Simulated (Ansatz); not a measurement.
The parent structure is TiB$_{2}$ (space group P6/mmm, No. 191; a = 3.025 Å, c = 3.223 Å).

Calculations: r2SCAN/PAW in Ansatz (an electronic-structure program), no spin-orbit coupling.

Base values:

* **Lattice parameter a**: 302.5 pm
* **c/a ratio**: 1.065

It is then changed as follows: full substitution Ti → Zr, then cell and atoms are relaxed.

Q: Estimate the effect on the lattice parameter a and c/a ratio.

A: The lattice parameter a increases by 14.3 pm (302.5 pm → 316.8 pm); the c/a ratio rises by 0.0553 (1.065 → 1.121).

No phonon test of stability was made. The final runs are not spin-polarised.
